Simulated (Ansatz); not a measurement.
**Si_Ga (wurtzite GaN host)**

All values below come from PBE, PAW (plane waves to 420 eV; Ansatz, an electronic-structure program). Cell: 96 sites, 3×2×2; final energies on a 2×2×2 shifted mesh. Site at the start: the Ga site. Charged cells carry a point-charge image correction with potential alignment at far atoms. Dielectric constants: PBE linear response of the host. Host gap at this level: 1.71 eV. These values are not converged in cell size to better than tenths of an eV. The semilocal functional narrows the gap, so deep levels can fall outside it. Spin–orbit coupling is left out. Each state is the lowest found from its start.

Formation energies E_f are given with the Fermi level at the valence-band maximum. Chemical conditions: Ga-rich (Δμ(Ga) = 0.00 eV, Δμ(Si) = -1.30 eV, bounded by beta Si3N4; only phases computed here count, gases as isolated molecules at 0 K); N-rich (Δμ(Ga) = -0.88 eV, Δμ(Si) = -2.47 eV, bounded by beta Si3N4; only phases computed here count, gases as isolated molecules at 0 K). Reference phases: Ga: alpha gallium, Si: silicon.

```tsv
charge	moment (μB)	largest move off a lattice site (Å)	image correction with alignment (eV)	E_f, Ga-rich (eV)	E_f, N-rich (eV)
+1	not spin-polarised	0.17	0.13	-1.28	-0.98
0*	quenched	0.18	–	–	–
−1*	not spin-polarised	0.18	–	–	–
```

* At this level the carrier isn't localised at the defect: at charge 0 electrons occupy the conduction band; at charge −1 electrons occupy the conduction band. Such a state is shallow or no state of the defect, and this cell gives it no level.

Starting moments that weren't kept: charge 0 began with 1 μB and ended with 0.0.

No other site or start that was run ended lower by more than 0.1 eV.

Flagged in the runs: a doubtful potential alignment, a host whose relaxation on this sampling wasn't shown to rest.
